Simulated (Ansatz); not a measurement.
```
CELL_PARAMETERS angstrom
      4.30982     0.00000     0.00000
     -2.15491     3.73241     0.00000
      0.00000     0.00000     3.65380
ATOMIC_POSITIONS crystal
  Li 0.00000 0.00000 0.00000
  C  0.00000 0.33360 0.50000
  C  0.00000 0.66640 0.50000
  C  0.66640 0.00000 0.50000
  C  0.33360 0.00000 0.50000
  C  0.66640 0.66640 0.50000
  C  0.33360 0.33360 0.50000
```

LiC₆ (P6/mmm), PBEsol, DFPT electron-phonon coupling, linearised Boltzmann equation (plane waves, PAW, scalar-relativistic; Ansatz, an electronic-structure program): the phonon-limited resistivity at 300 K is 2.54 μΩ·cm (x, the basal plane), 2.54 μΩ·cm (y, the basal plane), 18.9 μΩ·cm (z, c). Third figures are kept for the arithmetic.

Task: Bound the resistivity of a random, dense polycrystal without boundary scattering, and give the anisotropy.

Result: Largest over smallest: 7.4. Upper bound, grains in series: (2.54 + 2.54 + 18.9)/3 = 8.0 μΩ·cm. Lower bound, grains side by side: 3/Σ(1/ρ) = 3.6 μΩ·cm. The best single-crystal direction lies 29 % under the lower bound.

Task: The current-weighted mean free path is 40.3 nm along x and 29.8 nm along z. How does ρ₀ℓ differ between these directions?

Result: x: 2.54 × 40.3 = 10.2×10⁻¹⁶ Ω·m²; z: 18.9 × 29.8 = 56×10⁻¹⁶ Ω·m², a ratio of 5.5. The size effect in a wire also hangs on the velocities towards its walls, so the isotropic formulas don't carry over to this crystal.

A metal at this level (no band gap). Only scattering by harmonic phonons is included (no impurities, grain boundaries, electron-electron scattering or thermal expansion). Spin-orbit coupling is left out. Halving the electron mesh (24x24x24) moves the resistivity by up to 3 % at 300 K, the mean free path by up to 1 %. Smearing 0.20 eV; phonons on a 4x4x4 q mesh, which this run doesn't test.

Computed structure with no diffraction record at hand here (it may be known, metastable or hypothetical): LiC6 (P6/mmm).
